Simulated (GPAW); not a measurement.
**A self-consistent single point of In₂Co₃S₂ (R-3m, 7 atoms in the cell) with GPAW**

Method of the run: PBEsol, GPAW PAW datasets PBEsol (made by gpaw-setup) (plane waves; GPAW).

This input was run:

```python
from ase import Atoms
from ase.units import GPa
from gpaw import GPAW, PW, FermiDirac

atoms = Atoms(['In', 'In', 'Co', 'Co', 'Co', 'S', 'S'],
              cell=[[2.638130, 1.523125, 4.569673],
                    [-2.638130, 1.523125, 4.569673],
                    [0.000000, -3.046250, 4.569673]],
              scaled_positions=[[0.500000, 0.500000, 0.500000],
                                [0.000000, 0.000000, 0.000000],
                                [0.000000, 0.000000, 0.500000],
                                [0.500000, 0.000000, 0.000000],
                                [0.000000, 0.500000, 0.000000],
                                [0.722289, 0.722289, 0.722289],
                                [0.277711, 0.277711, 0.277711]],
              pbc=True)

atoms.set_initial_magnetic_moments([0.0, 0.0, 3.0, 3.0, 3.0, 0.0, 0.0])

calc = GPAW(spinpol=True,
            mode=PW(850),
            xc='PBEsol',
            kpts=(5, 5, 5),
            occupations=FermiDirac(0.1),
            nbands=-11,
            convergence={'density': 1e-05, 'energy': 1e-05},
            symmetry={'symmorphic': False, 'tolerance': 0.0005},
            maxiter=120)

atoms.calc = calc

energy = atoms.get_potential_energy()
print('Energy (eV):', round(energy, 6))
forces = atoms.get_forces()
print('Forces (eV/Ang):')
print(forces.round(5))
stress = atoms.get_stress()
print('Stress (GPa, Voigt):', (stress / GPa).round(4))
```

Output (repeated stretches shortened):

```
Input parameters:
  convergence: {density: 1e-05,
                energy: 1e-05}
  kpts: [5 5 5]
  maxiter: 120
  mode: {ecut: 850.0,
         name: pw}
  nbands: -11
  occupations: {fixmagmom: False,
                name: fermi-dirac,
                width: 0.1}
  spinpol: True
  symmetry: {symmorphic: False,
             tolerance: 0.0005}
  xc: PBEsol

species:
  In:
    name: Indium
    Z: 49.0
    valence: 13
    core: 36
    charge: 0.0
    file: In.PBEsol.gz

    # Using partial waves for In as LCAO basis

  Co:
    name: Cobalt
    Z: 27.0
    valence: 9
    core: 18
    charge: 0.0
    file: Co.PBEsol.gz

    # Using partial waves for Co as LCAO basis

  S:
    name: Sulfur
    Z: 16.0
    valence: 6
    core: 10
    charge: 0.0
    file: S.PBEsol.gz

    # Using partial waves for S as LCAO basis

Reference energy: -455092.198580  # eV

Spin-polarized calculation.
Initial magnetic moment: 9.000000

Convergence criteria:
 Maximum [total energy] change in last 3 cyles: 1e-05 eV / valence electron
 Maximum integral of absolute [dens]ity change: 1e-05 electrons / valence electron
 Maximum integral of absolute [eigenst]ate change: 4e-08 eV^2 / valence electron
 Maximum number of scf [iter]ations: 120

Symmetries present (total): 12
Symmetries with fractional translations: 0
125 k-points: 5 x 5 x 5 Monkhorst-Pack grid
19 k-points in the irreducible part of the Brillouin zone
       k-points in crystal coordinates                weights
   0:     0.00000000    0.00000000    0.00000000          1/125
   1:     0.20000000    0.00000000   -0.20000000          6/125
   2:     0.20000000    0.00000000    0.00000000          6/125
   [... 7 lines left out ...]
          ...
  18:     0.40000000    0.40000000    0.40000000          2/125

Wave functions: Plane wave expansion
  Cutoff energy: 850.000 eV
  Number of coefficients (min, max): 6135, 6244
  Pulay-stress correction: 0.000000 eV/Ang^3 (de/decut=0.000000)

Occupation numbers: Fermi-Dirac:
  width: 0.1000  # eV

Eigensolver

Densities:
  Coarse grid: 40*40*40 grid
  Fine grid: 80*80*80 grid
  Total Charge: 0.000000

Density mixing:
  Method: difference
  Backend: pulay
  Linear mixing parameter: 0.05
  old densities: 5
  Damping of long wavelength oscillations: 50

Hamiltonian:
  XC and Coulomb potentials evaluated on a 80*80*80 grid
  External potential:
    NoExternalPotential

XC parameters: PBEsol with 2 nearest neighbor stencil

Number of atoms: 7
Number of atomic orbitals: 53
Number of bands in calculation: 48
Number of valence electrons: 65
Bands to converge: occupied

Density initialized from atomic densities
  48 bands from LCAO basis set

Atomic positions and initial magnetic moments

Positions:
   0 In     0.000000    0.000000    6.854509    ( 0.0000,  0.0000,  0.0000)
   1 In     0.000000    0.000000    0.000000    ( 0.0000,  0.0000,  0.0000)
   2 Co     0.000000   -1.523125    2.284836    ( 0.0000,  0.0000,  3.0000)
   3 Co     1.319065    0.761563    2.284836    ( 0.0000,  0.0000,  3.0000)
   4 Co    -1.319065    0.761563    2.284836    ( 0.0000,  0.0000,  3.0000)
   5 S     -0.000000    0.000000    9.901874    ( 0.0000,  0.0000,  0.0000)
   6 S      0.000000   -0.000000    3.807145    ( 0.0000,  0.0000,  0.0000)

Unit cell:
           periodic     x           y           z      points  spacing
  1. axis:    yes    2.638130    1.523125    4.569673    40     0.1084
  2. axis:    yes   -2.638130    1.523125    4.569673    40     0.1084
  3. axis:    yes    0.000000   -3.046250    4.569673    40     0.1084

  Lengths:   5.491953   5.491953   5.491953
  Angles:   57.418196  57.418196  57.418198

Effective grid spacing dv^(1/3) = 0.1198

     iter     time        total  log10-change:  magmom
                         energy   eigst   dens
iter:   1 --:--:--   -45.442127                   +9.0147
iter:   2 --:--:--   -46.195174   -0.59  -1.23    +4.6479
iter:   3 --:--:--   -45.357056   -0.87  -1.28    +1.7518
iter:   4 --:--:--   -46.034290   -1.45  -1.41    +1.2364
iter:   5 --:--:--   -44.877710   -1.17  -1.37    +1.1597
iter:   6 --:--:--   -45.112746   -1.98  -1.90    +1.0236
   [... 2 lines left out ...]
iter:   9 --:--:--   -44.810642   -3.98  -2.63    +0.7896
iter:  10 --:--:--   -44.814816   -3.59  -2.71    +0.5678
iter:  11 --:--:--   -44.817032   -3.70  -2.89    +0.3538
iter:  12 --:--:--   -44.817840   -3.83  -2.93    +0.1607
iter:  13 --:--:--   -44.817663   -4.37  -2.96    +0.0709
iter:  14 --:--:--   -44.817330c  -4.60  -2.98    +0.0200
iter:  15 --:--:--   -44.817246c  -5.43  -3.11    +0.0076
iter:  16 --:--:--   -44.817301c  -5.51  -3.33    +0.0029
iter:  17 --:--:--   -44.817331c  -6.25  -3.73    +0.0003
iter:  18 --:--:--   -44.817326c  -6.96  -3.86    -0.0006
iter:  19 --:--:--   -44.817277c  -6.76  -3.93    -0.0011
iter:  20 --:--:--   -44.817274c  -7.57c -4.20    -0.0012
iter:  21 --:--:--   -44.817268c  -7.82c -4.30    -0.0011
iter:  22 --:--:--   -44.817252c  -7.15  -4.37    -0.0010
iter:  23 --:--:--   -44.817257c  -7.96c -4.62    -0.0008
iter:  24 --:--:--   -44.817264c  -8.21c -4.73    -0.0006
iter:  25 --:--:--   -44.817266c  -8.44c -4.82    -0.0002
iter:  26 --:--:--   -44.817266c  -9.03c -4.95    -0.0001
iter:  27 --:--:--   -44.817267c  -9.58c -4.98    -0.0000
iter:  28 --:--:--   -44.817266c  -9.40c -5.00    +0.0000
iter:  29 --:--:--   -44.817265c  -9.84c -5.09c   +0.0000

Converged after 29 iterations.

Dipole moment: (-0.000000, 0.000000, 0.000000) |e|*Ang

Total magnetic moment: (0.000000, 0.000000, 0.000015)
Local magnetic moments:
   0 In ( 0.000000,  0.000000, -0.000000)
   1 In ( 0.000000,  0.000000,  0.000000)
   2 Co ( 0.000000,  0.000000,  0.000005)
   3 Co ( 0.000000,  0.000000,  0.000005)
   4 Co ( 0.000000,  0.000000,  0.000005)
   5 S  ( 0.000000,  0.000000, -0.000000)
   6 S  ( 0.000000,  0.000000, -0.000000)

Energy contributions relative to reference atoms: (reference = -455092.198580)

Kinetic:        +62.235269
Potential:      -52.074429
External:        +0.000000
XC:             -55.137332
Entropy (-ST):   -0.181505
Local:           +0.249979
SIC:             +0.000000
--------------------------
Free energy:    -44.908018
Extrapolated:   -44.817265

Spin contamination: 0.000000 electrons
Showing only first 2 kpts
                      Up                     Down
 Kpt  Band  Eigenvalues  Occupancy  Eigenvalues  Occupancy
  0    30      8.07486    0.99299      8.07486    0.99299
  0    31      8.21053    0.97333      8.21054    0.97333
  0    32      8.21060    0.97331      8.21061    0.97331
  0    33      8.89949    0.03583      8.89949    0.03583

  1    30      8.10940    0.99013      8.10941    0.99013
  1    31      8.30222    0.93585      8.30223    0.93585
  1    32      8.42848    0.80498      8.42848    0.80497
  1    33      9.44832    0.00015      9.44832    0.00015

Fermi level: 8.57025

No gap
No difference between direct/indirect transitions
Energy (eV): -44.817265

Forces in eV/Ang:
  0 In   -0.00000    0.00000    0.00000
  1 In   -0.00000    0.00000    0.00000
  2 Co    0.00000   -0.00000    0.00000
  3 Co   -0.00000    0.00000   -0.00000
  4 Co    0.00000    0.00000    0.00000
  5 S     0.00000    0.00000    0.26004
  6 S     0.00000   -0.00000   -0.26004

Stress tensor:
     0.021551    -0.000000     0.000000
    -0.000000     0.021551    -0.000000
     0.000000    -0.000000     0.032512
Stress (GPa, Voigt): [ 3.4528  3.4528  5.209  -0.      0.     -0.    ]
```

The run converged in 29 iterations. GPAW prints stress with tension positive.

The starting cell comes from a database of computed structures (which also holds hypothetical and non-ambient phases and stackings), without a prior relaxation at this level. The starting moments vanished: the run ended non-magnetic, which need not be the lowest state. With a pressure of about -4 GPa the cell is away from its equilibrium volume at this level.

Cost on one core of a shared machine: roughly 7 min.
